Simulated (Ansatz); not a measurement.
System: PbTe (within 0.1 Å of P6₃/mmc, No. 194, 8 atoms in the cell; start mp-2517816; high-pressure phase). Method: r²SCAN+rVV10 (PAW; Ansatz, a first-principles code).

Numerical settings: plane-wave cutoff 560 eV, 4×8×4 k mesh (along the axes of the cell as run), Fermi–Dirac smearing 0.01 eV, scalar-relativistic PAW data made under PBE.

Cell (relaxed at this level):

```cif
data_Pb2Te2
_chemical_formula_sum 'Te2 Pb2'
_space_group_name_H-M_alt 'P63/mmc'
_space_group_IT_number 194
_space_group_name_Hall '-P 6c 2c'
_cell_length_a 4.50271
_cell_length_b 4.50271
_cell_length_c 7.90377
_cell_angle_alpha 90.000
_cell_angle_beta 90.000
_cell_angle_gamma 120.000
loop_
_atom_site_label
_atom_site_type_symbol
_atom_site_symmetry_multiplicity
_atom_site_Wyckoff_symbol
_atom_site_fract_x
_atom_site_fract_y
_atom_site_fract_z
_atom_site_occupancy
Te1 Te 2 c 0.33333 0.66667 0.25000 1
Pb1 Pb 2 a 0.00000 0.00000 0.00000 1
```
(The calculation used a cell of 8 atoms; values per cell refer to that cell.)

Q: Give the computed band gap and smallest direct gap on the k points sampled.

A: 
- band gap: 0.34 eV
- smallest direct gap on the k points sampled: 0.41 eV

Spin–orbit coupling is not included; with these elements it can move the gap by several tenths of an eV or more.

Computed values are for the static lattice.

It cost very roughly 2.6 core-minutes of CPU time.

A start named mp-… is a Materials Project structure, which need not be a measured phase.
